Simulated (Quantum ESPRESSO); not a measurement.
A working Quantum ESPRESSO input for LaCeOs4 (F-43m, 6 atoms in the cell) (DFT, LDA (PZ), plane waves, SSSP 1.1.2 efficiency (PBE) pseudopotentials):

```fortran
&control
    calculation = 'scf'
    prefix = 'LaCeOs4'
    outdir = './tmp/'
    pseudo_dir = './'
    tprnfor = .true.
    tstress = .true.
/
&system
    ibrav = 0
    celldm(1) = 10.433491846
    nat = 6
    ntyp = 3
    ecutwfc = 50
    ecutrho = 400
    occupations = 'smearing'
    smearing = 'mp'
    degauss = 0.0147
    input_dft = 'pz'
/
&electrons
    conv_thr = 1.0d-10
/
ATOMIC_SPECIES
La   138.9055  La.GGA-PBE-paw-v1.0.UPF
Ce   140.1160  Ce.GGA-PBE-paw-v1.0.UPF
Os   190.2300  Os_pbe_v1.2.uspp.F.UPF
CELL_PARAMETERS alat
   0.000000000     0.707106781     0.707106781
   0.707106781     0.000000000     0.707106781
   0.707106781     0.707106781     0.000000000
ATOMIC_POSITIONS angstrom
La    0.000000000    0.000000000    0.000000000
Ce    5.856081000    5.856081000    5.856081000
Os    2.929367878    2.929367878    2.929367878
Os    2.929367878    4.878740122    4.878740122
Os    4.878740122    4.878740122    2.929367878
Os    4.878740122    2.929367878    4.878740122
K_POINTS automatic
4 4 4  0 0 0
```

The run converged in 50 iterations: free energy E − TS -23232.7825 eV; Fermi level (on the code's own zero) 18.50 eV; pressure -17.52 GPa; largest force (vector length) 0.021 eV/Å. Each of these slips is then made, one at a time:

(1)
```diff
-    ecutwfc = 50
+    ecutwfc = 50.0
-Os    4.878740122    2.929367878    4.878740122
+Os    4,878740122    2,929367878    4,878740122
```

(2)
```diff
+    nbnd = 44
```

What happens in each case?


(1) Decimal commas. The program stopped before any SCF iteration.
```
Error in routine card_atomic_positions (1):
Error while parsing atomic position card.
```

(2) Too few bands. The run converged in 78 iterations, and against the sound input the free energy stays essentially unchanged (within 1 meV/atom), the pressure hardly changes (-17.52 to -17.46 GPa) and the largest force hardly changes (0.021 to 0.020 eV/Å). It cost iterations: the sound input took 50. The full log also holds: “c_bands:  1 eigenvalues not converged” and “c_bands:  2 eigenvalues not converged”.

The starting cell comes from a database of computed structures (which also holds hypothetical and non-ambient phases and stackings), without a prior relaxation at this level. Its lattice was rescaled by a random factor within 2.5 % of one. Spin-orbit coupling is off. Spin polarisation is off. The f electrons are in the valence without U or exact exchange, which can misplace them near the Fermi level. Spin-orbit terms, which matter for f shells, are left out. In the base run, with a pressure of about -18 GPa the cell is away from its equilibrium volume at this level.

Left out of this page: 2 runs of the series outside the window shown, repeating another row's setting, or not comparable.
